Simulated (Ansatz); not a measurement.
# BAs under a change: isotropic strain +3.00 %

The reference is BAs in the zinc blende structure (space group F-43m, No. 216; a = 4.784 Å).

Perturbation: the cell is scaled by 1.0300 in all directions; the atoms relax in the strained cell.

Calculations: r2SCAN (Ansatz, an electronic-structure program, PAW, spin-orbit coupling left out). Settings: 12×12×12 k-points, 0.05 eV Fermi–Dirac smearing.

The volume per atom rises by 1.269 Å³, from 13.69 Å³ to 14.95 Å³ and the space group remains F-43m (No. 216). The shortest interatomic distance rises by 0.0621 Å to 2.134 Å and the energy grows by 44 meV/atom. The band gap increases by 0.08 eV, from 1.38 eV to 1.46 eV and the gap character stays indirect, Γ → Γ–X (76 % along). The mean gap deformation potential ΔEg/Δln V is +0.9 eV and the electron mass stays 1.1 mₑ along k, 0.21 mₑ across (off the special points). The hole mass (degenerate bands, along [100]) goes from 0.21, 0.22, 0.22 mₑ (at Γ) to 0.17, 0.24, 0.24 mₑ (at Γ) and the valley order (the lowest conduction-band minima on the path, energy above the VBM, named in the base's zone) goes from a point along ⟨100⟩, about 1.0 Å⁻¹ from Γ 1.38 eV; L along ⟨111⟩ 2.94 eV to a point along ⟨100⟩, about 1.0 Å⁻¹ from Γ 1.46 eV; L along ⟨111⟩ 2.42 eV.

Cost of the whole job for the changed cell (relaxation, final SCF and bands): around 20 core-seconds (rough).

Effective masses come from finite differences of ±0.01 Å⁻¹. Along k means along the line from Γ to the band edge. Whether these cells are dynamically stable was not tested.
